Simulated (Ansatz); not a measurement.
For CsCl-type CaO (model structure), PBEsol (Ansatz, a quantum-chemistry and plane-wave program, PAW) gives:

- equilibrium lattice constant a = 2.888 Å
- enthalpy of formation = -2.582 eV/atom

Problem. What does HSE06 (plane waves, PAW; Ansatz) give for the same quantities?

Solution. 
- lattice constant a: 2.907 Å (goes up by 0.7 %)
- formation enthalpy: -2.500 eV/atom (moves by +0.082 eV/atom)

Changes are worked out from the printed values.

Unless a cell is named, each level is at its own relaxed cell (PBEsol 12.05, HSE06 12.28 Å³/atom).

Caveats: exact exchange on metals is sensitive to the k mesh and can open a false gap (HSE06). Ansatz's density-functional and Hartree–Fock values are scalar-relativistic unless marked +SOC, with PAW data made under PBE.

A model structure was made by putting elements into a prototype or built by hand; it is no filed structure, need not be a known phase, and can be a saddle point held by its symmetry.
